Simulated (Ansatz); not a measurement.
The starting structures come from a database of crystals and need not be the phases stable at ambient conditions.

By PBEsol, the system below comes out a metal.

Given:

```
Cu3Si
1.0
    4.07458     0.00000     0.00000
    0.00000     5.13507     0.00000
    0.00000    -2.56754     4.44710
Si Cu
2 6
Direct
  0.25000   0.66667   0.33333
  0.75000   0.33333   0.66667
  0.75000   0.33592   0.16796
  0.25000   0.66408   0.83204
  0.25000   0.16796   0.83204
  0.75000   0.83204   0.16796
  0.75000   0.83204   0.66408
  0.25000   0.16796   0.33592
```

Space group of this cell: P6_3/mmc. The cell is taken as given; by PBEsol its mean pressure is -1.1 GPa.

The current flows along the normal of the first two printed cell vectors, the (100) plane of the conventional cell. No spin-orbit coupling; the value is a mean over 0.1 eV about the Fermi level.

**Question.** Compute, with PBEsol (Ansatz, an electronic-structure program), the ballistic conductance per area.

**Answer.** 0.82 × 10¹⁵ S/m² for both spins.
